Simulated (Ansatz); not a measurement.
Cell and atoms of amorphous In9Ga9Zn9O37Ag2:

```xyz
66
Lattice="9.9381 0.0762 -0.2046 0.0762 9.0907 -0.1887 -0.2046 -0.1887 9.3330" Properties=species:S:1:pos:R:3 pbc="T T T"
In     3.2967     4.2019     7.3883
In     9.4594     6.0095     7.9578
In     5.9551     1.4668     5.9456
In     8.0716     6.3359     5.0630
In     0.5975     1.3019     3.3769
In     4.5055     7.5680     5.5602
In     3.6964     5.0159     3.7551
In     5.1340     3.8698     1.0270
In     7.0297     1.1873     1.6931
Ga     7.5219     3.2593     4.2835
Ga     9.8971     0.1715     0.2489
Ga     2.1489     7.6158     8.2810
Ga     7.1867     8.3503     7.6200
Ga     9.1639     7.7721     2.4485
Ga     4.4399     1.2943     3.1089
Ga     1.9926     5.2830     0.6580
Ga     0.2364     3.3712     6.2612
Ga     6.0669     7.1535     2.6536
Zn     8.1837     4.9899     1.6455
Zn     2.7621     1.4530     5.9277
Zn     9.5880     0.6223     6.4884
Zn     6.1312     4.8115     6.9230
Zn     4.2219     0.8534     8.5670
Zn     1.5128     7.5724     4.9963
Zn     2.7035     7.9586     2.1769
Zn     2.3732     1.9804     0.8572
Zn     9.1560     3.1000    -0.1852
O      6.4319     1.8911     3.7287
O      7.4687     6.5097     7.2495
O      0.1670     8.0299     7.9915
O      9.7156     2.3504     7.4563
O      4.4588     5.3138     5.7917
O      5.1049     5.6397     2.2212
O      9.7383     7.1223     4.0775
O      9.7951     5.0087     0.3294
O      4.0967     3.1548     2.9368
O      2.9922     3.7195     0.1990
O      6.3299     7.3211     4.4990
O      5.0919     4.7814     8.5281
O      7.5152     3.2760     0.9637
O      6.9878     3.3365     6.0720
O      4.2519     2.2068     7.1126
O      0.3688     1.7830     1.1549
O      2.6710     7.6426     6.5323
O      8.6659     0.4708     2.8641
O      0.6535     7.9258     1.5017
O      7.6892     0.2546     6.3568
O      4.2893     0.6059     4.9170
O      2.0450     3.3562     5.8491
O      9.4698     5.1367     6.0816
O      3.0224     6.9997     0.5488
O      5.4651     8.8122     2.1007
O      3.1614     7.1450     3.9043
O      2.5837     0.8655     2.6021
O      1.6434     5.5447     8.0913
O      9.3908     2.8218     4.3906
O      5.1534     1.7915     0.8618
O      1.0808     0.5196     5.3286
O      8.0103     0.2170     0.0169
O      5.3619     8.5713     7.3661
O      2.3689     0.3556     8.8599
O      1.9326     5.2688     2.5062
O      7.7051     6.9098     1.6993
O      7.6911     4.9025     3.5569
Ag     5.2367     7.1714    -0.1291
Ag     0.5364     4.1738     3.4318
```

The numbers are results of PBE, scalar-relativistic without spin-orbit coupling (plane waves to 420 eV, PAW; Ansatz, a quantum-chemistry and plane-wave program), not measurements.

The cell was made by melting and quenching with the CHGNet potential and then relaxed with DFT. O atoms were pushed apart under 1.9 Å during the dynamics, to hinder bonds among them. The hot cell started wider than the set density and was brought back towards it in steps. It is the lowest in DFT energy of 2 quenches. It is a model cell: composition and starting density were chosen by hand, and all elements were melted together. No dispersion term was used. Its density started from a set value of 6.03 and ended at 6.03 g/cm³. The simulated quench (nominally 210 K/ps over its main leg) is rapid and tends to freeze in more defects than a deposited or slowly cooled glass has. One small periodic cell is one sample of the glass; other quenches scatter about these values. The volume was held where the preparation left it and the shape relaxed, at a PBE pressure of 3.4 GPa. Stress components on the final sampling reach 3.5 GPa. On a 2×2×2 Γ-centred mesh force components of up to 0.17 eV/Å stay, since the relaxation ran on the zone centre alone.

Neighbours within In-In 3.12 Å, In-Ga 2.90 Å, In-Zn 2.90 Å, In-O 2.76 Å, In-Ag 3.16 Å, Ga-Ga 2.68 Å, Ga-Zn 2.68 Å, Ga-O 2.54 Å, Ga-Ag 2.94 Å, Zn-Zn 2.68 Å, Zn-O 2.38 Å, Zn-Ag 2.94 Å, O-O 1.58 Å, O-Ag 2.53 Å, Ag-Ag 3.19 Å count as bonded. Two cations that share two anions don't count as bonded, nor two that share one unless they lie closer than In-In 3.04 Å, In-Ga 2.82 Å, In-Zn 2.82 Å, In-Ag 3.07 Å, Ga-Ga 2.61 Å, Ga-Zn 2.61 Å, Ga-Ag 2.86 Å, Zn-Zn 2.61 Å, Zn-Ag 2.86 Å, Ag-Ag 3.10 Å.

**Question.** Give the coordination numbers, mean bond lengths and angles.

**Answer.** 
- Mean coordination of In by anions = 5.56 (4 with 5, 5 with 6); 1 close contacts or bonds to cations besides
- Mean coordination of Ga by anions = 4.44 (6 with 4, 2 with 5, 1 with 6); 1 close contacts or bonds to cations besides
- Mean coordination of Zn by anions = 4.00 (9 with 4); 1 close contacts or bonds to cations besides
- Mean coordination of O = 3.54 (18 with 3, 18 with 4, 1 with 5)
- Mean coordination of Ag by anions = 2.50 (1 with 2, 1 with 3); 3 close contacts or bonds to cations besides
- Mean In-O bond = 2.197 Å (spread 0.101 Å, 50 counted)
- Mean Ga-O bond = 1.922 Å (spread 0.118 Å, 40 counted)
- Mean Zn-O bond = 2.009 Å (spread 0.076 Å, 36 counted)
- Mean O-Ag bond = 2.243 Å (spread 0.157 Å, 5 counted)
- Bond angle at In = mean 104.0°, spread 28.2°
- Bond angle at Ga = mean 106.8°, spread 22.8°
- Bond angle at Zn = mean 108.0°, spread 18.4°
- Bond angle at O = mean 111.2°, spread 16.6°
- Bond angle at Ag = mean 106.9°, spread 26.6°

**Question.** List the pairs of like atoms that count as bonded by the rules above.

**Answer.** There are none by these rules.
